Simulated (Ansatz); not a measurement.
A constructed model of the (0001) surface of hcp Ru, a layer of Fe in place of the third plane (bottom of the slab: a bare face, its two planes held)

Calculation: PBE (plane waves to 420 eV, PAW; Ansatz, a program for electronic structure).

Model: 6-atom slab, 10.6 Å thick at the start with caps and adatoms (thin: gaps and levels are the slab's own), 16x16x1 mesh, Fermi-Dirac 0.1 eV, dipole correction, 2 atoms held, the rest relaxed; start symmetry kept, larger cells not searched; spin-polarised, ending with about 1.6 μB a cell; orders that need a larger cell were not tried, no spin-orbit, no U. In PBE it lies 0.05 eV a 1x1 cell over the lowest computed structure of the same composition (a layer of Fe in place of the second plane).

| Quantity | Result |
|---|---|
| work function of the top face | 4.92 eV |
| energy released by relaxation | 0.046 eV |
| magnetic moment of the cell | 1.61 μB |
| cost | about 2.8 core-minutes (a rough figure) |
